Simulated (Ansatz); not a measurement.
# How far PBE and r2SCAN part for InAs, isotropic strain +3.93 %

Consider InAs in the zinc blende structure (space group F-43m, No. 216; a = 6.1863 Å).

(Cell as relaxed with PBE.)

Levels (all Ansatz, a program for electronic structure, PAW): PBE (420 eV, no spin-orbit coupling); r2SCAN (500 eV, without spin-orbit coupling).

Each level relaxes its own structure.

```tsv
base	PBE	r2SCAN
volume per atom	29.59 Å³	28.50 Å³
lattice parameter a	6.186 Å	6.109 Å
band gap	zero	0.08 eV
```

It is then changed as follows: the cell is scaled by 1.0393 in all directions, atoms relaxed at fixed cell.

```tsv
quantity	PBE	r2SCAN
energy relative to the base (free energy F)	+54 meV/atom	(withheld)
pressure	-4.2 GPa	(withheld)
band gap	zero	(withheld)
```

### Question
Predict the r2SCAN column.

### Answer

- energy relative to the base (free energy F), r2SCAN: +61 meV/atom
- pressure, r2SCAN: -5.0 GPa
- band gap, r2SCAN: zero

PBE's energy relative to the base lies 7.7 meV/atom below r2SCAN's; PBE's pressure lies 0.8 GPa above r2SCAN's; the two agree on the band gap. Neither level is exact; r2SCAN is the comparison here, not a measurement.

Whether these cells are dynamically stable was not tested. All final runs are without spin polarisation. A zero or small gap of InAs can be the functional's error rather than a property of the material.
